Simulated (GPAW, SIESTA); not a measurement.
A SIESTA input for a self-consistent single point of KF (Fm-3m, 2 atoms in the cell) (DFT, GGA PBE, numerical atomic orbitals DZP, PseudoDojo PBE standard norm-conserving potentials (rewritten from UPF to PSML)):

```
# files in the folder: K.psml F.psml (PseudoDojo PBE standard)
SystemName  KF
SystemLabel kf

NumberOfAtoms                2
NumberOfSpecies              2
%block ChemicalSpeciesLabel
  1 19 K
  2 9 F
%endblock ChemicalSpeciesLabel
LatticeConstant              1.0 Bohr
%block LatticeVectors
     0.000000000    5.016117371    5.016117371
     5.016117371    0.000000000    5.016117371
     5.016117371    5.016117371    0.000000000
%endblock LatticeVectors
AtomicCoordinatesFormat      Fractional
%block AtomicCoordinatesAndAtomicSpecies
     0.000000000    0.000000000    0.000000000  1
     0.500000000    0.500000000    0.500000000  2
%endblock AtomicCoordinatesAndAtomicSpecies

XC.functional                GGA
XC.authors                   PBE
PAO.BasisSize                DZP
PAO.EnergyShift              0.01 Ry
MeshCutoff                   350 Ry
%block kgrid.MonkhorstPack
    9   0   0  0.0
    0   9   0  0.0
    0   0   9  0.0
%endblock kgrid.MonkhorstPack
OccupationFunction           FD
ElectronicTemperature        20.0 meV

MaxSCFIterations             150
SCF.Mixer.Method             Pulay
SCF.Mixer.Weight             0.2
SCF.Mixer.History            8
SCF.DM.Tolerance             1.0E-05
Diag.ParallelOverK           true
WriteForces                  true
Charge.Mulliken              end
```

Give the GPAW input for the same structure, mesh, smearing and functional.

One input that does it (others would too):

```python
from ase import Atoms
from ase.units import GPa
from gpaw import GPAW, PW, FermiDirac

atoms = Atoms(['K', 'F'],
              cell=[[0.000000, 2.654415, 2.654415],
                    [2.654415, 0.000000, 2.654415],
                    [2.654415, 2.654415, 0.000000]],
              scaled_positions=[[0.000000, 0.000000, 0.000000],
                                [0.500000, 0.500000, 0.500000]],
              pbc=True)

calc = GPAW(mode=PW(950),
            xc='PBE',
            kpts=(9, 9, 9),
            occupations=FermiDirac(0.02),
            nbands=-4,
            convergence={'density': 1e-05, 'energy': 1e-05, 'bands': -2},
            symmetry={'symmorphic': False, 'tolerance': 0.0005},
            maxiter=150,
            txt='-')

atoms.calc = calc

energy = atoms.get_potential_energy()
print('Energy (eV):', round(energy, 6))
forces = atoms.get_forces()
print('Forces (eV/Ang):')
print(forces.round(5))
stress = atoms.get_stress()
print('Stress (GPa, Voigt):', (stress / GPa).round(4))
```

Basis, cutoffs, solver keys and any potentials are the target program's own. This input uses DFT PBE, plane waves, GPAW PAW datasets PBE (gpaw-data 1.0.1). Both were run: gap on the mesh 5.619 eV in SIESTA and 6.285 in GPAW.

On SIESTA: the starting cell comes from a database of computed structures (which also holds hypothetical and non-ambient phases and stackings), without a prior relaxation at this level. Values carry the incompleteness of an atom-centred basis. The basis of the alkali or alkaline-earth atoms may lack their empty d shell, which can raise the gap.

On GPAW: the starting cell comes from a database of computed structures (which also holds hypothetical and non-ambient phases and stackings), without a prior relaxation at this level.
